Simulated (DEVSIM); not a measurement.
System: abrupt Si n-p junction, at 400 K.

Layer 1 from the left is Si, thickness (μm) 0.430, Nd (cm⁻³) 1.9e17, τn (s) 5.6e-5, τp (s) 5.6e-5. Layer 2 from the left is Si, thickness (μm) 150, Na (cm⁻³) 1.2e15, τn (s) 5.6e-5, τp (s) 5.6e-5.

Left contact: ohmic. Right contact: ohmic. Voltage is applied to the left contact. Recombination: SRH at mid-gap, radiative, Auger. Mobility is constant in doping.

The device is made up for the run: typed textbook-type constants, with dimensions and the other settings drawn at random. Values at 300 K; Nc and Nv go as T^1.5, mobilities as T to minus their exponent, the gap by Varshni's rule with the affinity fixed.

Si: gap (eV) 1.124, affinity (eV) 4.05, permittivity 11.7, Nc (cm⁻³) 2.86e19, Nv (cm⁻³) 3.1e19, μn (cm²/Vs) 1417, μp (cm²/Vs) 470, T exponent of μn 2.3, T exponent of μp 2.2, B (cm³/s) 4.7e-15, Cn (cm⁶/s) 2.8e-31, Cp (cm⁶/s) 9.9e-32, Varshni α (eV/K) 0.000473, Varshni β (K) 636.

Simulated with DEVSIM: 1D drift-diffusion, Boltzmann statistics, complete ionisation; no tunnelling, impact ionisation, image-force lowering or self-heating.

Q: What does the simulation give for the largest field in the device at zero bias, the dark forward voltage at 1 A/cm², the potential step across the device at zero bias?

A: largest field in the device at zero bias 29000 V/cm; dark forward voltage at 1 A/cm² 0.458 V; potential step across the device at zero bias 0.544 V.
